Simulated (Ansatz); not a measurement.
What uniaxial strain ε_zz = −0.50 % does to CuI

The parent structure is CuI in the zinc blende structure (space group F-43m, No. 216; a = 5.862 Å). Axes: x, y, z lie along the cube axes.

It is then changed as follows: uniaxial strain ε_zz = −0.50 %, all other strain components held at zero, atoms relaxed at fixed cell.

The values are results of LDA (Ansatz, a program for electronic structure, PAW, scalar-relativistic without spin-orbit coupling), not measurements. Γ-centred 10×10×10 mesh, Fermi–Dirac width 0.05 eV.

```json
[
 {"quantity": "volume per atom", "base": "25.18 Å³", "changed": "25.05 Å³", "shift": "-0.13 Å³"},
 {"quantity": "space group", "base": "F-43m (No. 216)", "changed": "I-4m2 (No. 119)", "shift": "–"},
 {"quantity": "shortest interatomic distance", "base": "2.538 Å", "changed": "2.534 Å", "shift": "-0.004 Å"},
 {"quantity": "energy relative to the base (free energy F)", "base": "0 meV/atom", "changed": "+0.1 meV/atom", "shift": "+0.1 meV/atom"},
 {"quantity": "band gap", "base": "1.22 eV", "changed": "1.23 eV", "shift": "+0.01 eV"},
 {"quantity": "gap character", "base": "direct at Γ", "changed": "direct at Γ", "shift": "–"},
 {"quantity": "electron mass", "base": "0.14 mₑ (at Γ)", "changed": "0.14 mₑ (at Γ)", "shift": "–"},
 {"quantity": "valence-band top at Γ (three highest levels, from the VBM)", "base": "0.00, 0.00, 0.00 eV", "changed": "0.00, -0.01, -0.01 eV", "shift": "–"},
 {"quantity": "valley order (the lowest conduction-band minima on the path, energy above the VBM, named in the base's zone)", "base": "Γ 1.22 eV; L along ⟨111⟩ 2.12 eV; X along ⟨100⟩ 2.41 eV", "changed": "Γ 1.23 eV; L along [1-11] 2.11 eV; X along [001] 2.37 eV; X along [100] 2.40 eV", "shift": "–"},
 {"quantity": "stress (xx, yy, zz, yz, xz, xy; compression positive)", "base": "–", "changed": "(0.25, 0.25, 0.36, 0.00, 0.00, 0.00) GPa", "shift": "–"}
]
```

Final structure:

```
CELL_PARAMETERS angstrom
      0.00000     2.93094     2.91629
      2.93094     0.00000     2.91629
      2.93094     2.93094     0.00000
ATOMIC_POSITIONS crystal
  Cu 0.00000 0.00000 0.00000
  I  0.25000 0.25000 0.25000
```

With I present, leaving out spin-orbit coupling can change the band edges. Effective masses come from finite differences of ±0.01 Å⁻¹. Whether these cells are dynamically stable was not tested. The final runs are not spin-polarised. k-point labels follow each cell's own Brillouin zone.
